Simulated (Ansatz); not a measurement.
Hypothetical CdI2 type HfO2: thickness series

Take HfO$_{2}$ in the CdI2 type structure (space group P-3m1, No. 164; a = 3.208 Å, c = 4.515 Å; a hypothetical phase, not in the database extracts checked; layered, stacked along the Cartesian z axis) as the base.

Free-standing slabs (3 atom(s) a layer) normal to the stacking axis with 15 Å of vacuum; in-plane cell relaxed.

The values are results of PBEsol-D3(BJ) (Ansatz, a quantum-chemistry and plane-wave program, PAW, without spin-orbit coupling), not measurements.

| variant | band gap | in-plane lattice parameter a | smallest direct gap | gap character |
|---|---|---|---|---|
| base | 4.40 eV | 3.208 Å | 4.85 eV | – |
| 1 layer | 4.86 eV | 3.212 Å | 5.08 eV | indirect, k = (0.167, 1/3, 0) in the run's primitive reciprocal basis → M |
| 2 layers | … | 3.210 Å | … | … |
| 3 layers | 4.57 eV | 3.209 Å | 4.80 eV | indirect, K–Γ (67 % along) → M |

### Question
Complete the table.

### Answer

- 2 layers, band gap: 4.67 eV
- 2 layers, smallest direct gap: 4.90 eV
- 2 layers, gap character: indirect, K–Γ (59 % along) → M

With Hf present, leaving out spin-orbit coupling can change the band edges. No phonon test of stability was made.
